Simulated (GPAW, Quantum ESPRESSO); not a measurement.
A Quantum ESPRESSO input for a self-consistent single point of Rb3Sr (I4/mmm, 4 atoms in the cell) (DFT, PBEsol, plane waves, GBRV 1.5 ultrasoft (PBESOL) pseudopotentials):

```fortran
&control
 calculation = 'scf',
 prefix = 'Rb3Sr',
 outdir = './tmp/',
 pseudo_dir = './',
 verbosity = 'high',
 tprnfor = .true.,
 tstress = .true.,
/
&system
 ibrav = 0,
 nat = 4,
 ntyp = 2,
 ecutwfc = 40,
 ecutrho = 200,
 occupations = 'smearing',
 smearing = 'fermi-dirac',
 degauss = 0.0099958,
/
&electrons
 conv_thr = 1e-10,
/
ATOMIC_SPECIES
Rb    85.4678  rb_pbesol_v1.uspp.F.UPF
Sr    87.6200  sr_pbesol_v1.uspp.F.UPF
ATOMIC_POSITIONS crystal
Rb    0.75000000    0.25000000    0.50000000
Rb    0.25000000    0.75000000    0.50000000
Rb    0.50000000    0.50000000    0.00000000
Sr    0.00000000    0.00000000    0.00000000
K_POINTS automatic
5 5 5  0 0 0
CELL_PARAMETERS angstrom
  -3.41177000     3.41177000     6.93246000
   3.41177000    -3.41177000     6.93246000
   3.41177000     3.41177000    -6.93246000
```

Problem. Write the same calculation as an input for GPAW.

Solution. One input that does it (others would too):

```python
from ase import Atoms
from ase.units import GPa
from gpaw import GPAW, PW, FermiDirac

atoms = Atoms(['Rb', 'Rb', 'Rb', 'Sr'],
              cell=[[-3.411770, 3.411770, 6.932460],
                    [3.411770, -3.411770, 6.932460],
                    [3.411770, 3.411770, -6.932460]],
              positions=[[0.000000, 3.411770, 3.466230],
                         [3.411770, 0.000000, 3.466230],
                         [0.000000, 0.000000, 6.932460],
                         [0.000000, 0.000000, 0.000000]],
              pbc=True)

calc = GPAW(mode=PW(550),
            xc='PBEsol',
            kpts=(5, 5, 5),
            occupations=FermiDirac(0.136),
            nbands=-12,
            convergence={'density': 1e-05},
            symmetry={'symmorphic': False, 'tolerance': 0.0005},
            maxiter=100)

atoms.calc = calc

energy = atoms.get_potential_energy()
print('Energy (eV):', round(energy, 6))
forces = atoms.get_forces()
print('Forces (eV/Ang):')
print(forces.round(5))
stress = atoms.get_stress()
print('Stress (GPa, Voigt):', (stress / GPa).round(4))
```

Basis, cutoffs, solver keys and any potentials are the target program's own. This input uses DFT PBEsol, plane waves, GPAW PAW datasets PBEsol (made by gpaw-setup). Both were run: pressure -0.25 GPa in Quantum ESPRESSO and -0.26 in GPAW.

On GPAW: the starting cell comes from a database of computed structures (which also holds hypothetical and non-ambient phases and stackings), without a prior relaxation at this level.

On Quantum ESPRESSO: the starting cell comes from a database of computed structures (which also holds hypothetical and non-ambient phases and stackings), without a prior relaxation at this level.
